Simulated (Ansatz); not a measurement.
The reference is ZrN in the rock salt structure (space group Fm-3m, No. 225; a = 4.553 Å; relaxed with 0.1 eV smearing).

Calculations: PBEsol (Ansatz, a program for electronic structure), without spin-orbit coupling.

Base values:

```
Property   Result
--------  -------
Pressure  0.0 GPa
```

It is then changed as follows: an isotropic linear strain of −1.10 %, atoms relaxed at fixed cell.

Task: How does this affect the energy relative to the base and pressure?

Result: The energy goes up by 11 meV/atom; the pressure goes from zero to 9.6 GPa.

No phonon test of stability was made. All final runs are without spin polarisation. An odd electron count without spin: ZrN.
